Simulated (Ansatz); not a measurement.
Worked example: self-consistent single point of MoS2 (R3m, 3 atoms in the cell) in Ansatz (a first-principles code).

Level of theory: PBE, harder PAW files (source: ansatz) (plane waves; Ansatz).

The change in words: lattice scaled by 0.98; basis.ecutwfc: 420 eV → 355 eV; hamiltonian.pseudopotentials: {kind: paw} (the program's default PAW files) → {kind: paw, source: ansatz}. Reference geometry:
```
MoS2
1.0
    1.60011     0.92382     6.51451
   -1.60011     0.92382     6.51451
    0.00000    -1.84765     6.51451
Mo S
1 2
Direct
  0.00234   0.00234   0.00234
  0.41294   0.41294   0.41294
  0.25330   0.25330   0.25330
```

Reference input (self-consistent single point, DFT, PBE, plane waves, default PAW files): basis.ecutwfc = 420 eV; kpoints.mp_grid.grid = 9 9 9; hamiltonian.xc = pbe; hamiltonian.pseudopotentials = {kind: paw} (the program's default PAW files); scf.occupations.method = fermi_dirac; scf.occupations.width = 0.01 eV. This run's input differs from it in these lines:

Ansatz 0.2 input:
```diff
@@ -2,5 +2,5 @@
   lattice:
-    - [1.600111, 0.923824, 6.514510]
-    - [-1.600111, 0.923824, 6.514510]
-    - [0.000000, -1.847648, 6.514510]
+    - [1.568109, 0.905348, 6.384220]
+    - [-1.568109, 0.905348, 6.384220]
+    - [0.000000, -1.810695, 6.384220]
   atoms:
@@ -10,3 +10,3 @@
 basis:
-  ecutwfc: 420.0
+  ecutwfc: 355.0
 kpoints:
@@ -18,2 +18,3 @@
     kind: paw
+    source: ansatz
 scf:
```

Log, with long lists cut:

```
SCF iter   1: F=—  HF=-6764.017190 eV  |F-HF|=—  |Δ(HF+E_count)|=         —  Δρ=5.97e-2  dr2=2.37e0  ethr=3.10e-3  ⟨swp⟩=6.1  Hψ=8769  notcnv=0
all-band conjugate gradients solve this SCF's bands
preconditioner: auto → none
SCF iter   2: F=—  HF=-6763.340413 eV  |F-HF|=—  |Δ(HF+E_count)|=   6.77e-1  Δρ=2.70e-2  dr2=3.99e-1  ethr=3.10e-3  ⟨swp⟩=3.0  Hψ=3735  notcnv=0
   [... lines left out ...]
SCF iter   7: F=—  HF=-6763.274050 eV  |F-HF|=—  |Δ(HF+E_count)|=   1.03e-4  Δρ=3.38e-4  dr2=8.75e-5  ethr=3.58e-6  ⟨swp⟩=2.2  Hψ=2472  notcnv=0
SCF iter   8: F=—  HF=-6763.274038 eV  |F-HF|=—  |Δ(HF+E_count)|=   1.22e-5  Δρ=1.08e-4  dr2=8.27e-6  ethr=3.36e-7  ⟨swp⟩=2.4  Hψ=2170  notcnv=0
SCF iter   9: F=—  HF=-6763.274037 eV  |F-HF|=—  |Δ(HF+E_count)|=   1.08e-6  Δρ=1.97e-5  dr2=1.57e-7  ethr=3.18e-8  ⟨swp⟩=2.4  Hψ=2219  notcnv=0
SCF iter  10: F=-6763.274037 eV  HF=-6763.274037 eV  |F-HF|=1.83e-9  |Δ(HF+E_count)|=   7.97e-9  Δρ=3.08e-6  dr2=5.48e-9  ethr=3.85e-10  ⟨swp⟩=6.0  Hψ=7056  notcnv=0
SCF 1 converged in 10 iterations: F = -6763.274037 eV  dr2 = 5.48e-9
Free energy (F): -6763.274037 eV
Internal energy: -6763.274037 eV  (E = F + TS)
E sigma→0 (E₀):  -6763.274037 eV
Fermi energy:    11.156331 eV
--- Forces (eV/Å), atoms counted from 1 ---
  atom   1  Mo     0.00000000    -0.00000004    -1.67773505
  atom   2  S      0.00000000     0.00000005     1.84503570
  atom   3  S      0.00000000    -0.00000000    -0.16728421
--- Stress (GPa, compression-positive) ---
        7.862983       0.000000       0.000000
        0.000000       7.862983       0.000000
        0.000000       0.000000      10.103021
  P = ⅓ Tr σ = 8.6097 GPa (86.097 kbar)
  The stress holds the Pulay correction. Without it, at fixed plane waves, as pw.x and ABINIT print it: P = 4.4274 GPa
```

The run converged in 10 iterations. Against the reference run the pressure goes from -0.48 to 8.61 GPa, the largest force goes from 1.447 to 1.845 eV/Å and the gap on the mesh goes from 1.040 to 1.081 eV.

The starting cell comes from a database of computed structures (which also holds hypothetical and non-ambient phases and stackings), without a prior relaxation at this level. Its lattice was rescaled by up to half a per cent. One atom was moved a little off its site on purpose. For this run, on top of that: lattice scaled by 0.98. Forces in this geometry exceed 1 eV/Å. Ansatz's pressure includes its estimate of the finite-basis (Pulay) stress. Without the estimate this run gives 4.43 GPa. The cutoff lies below the one recommended for these files.
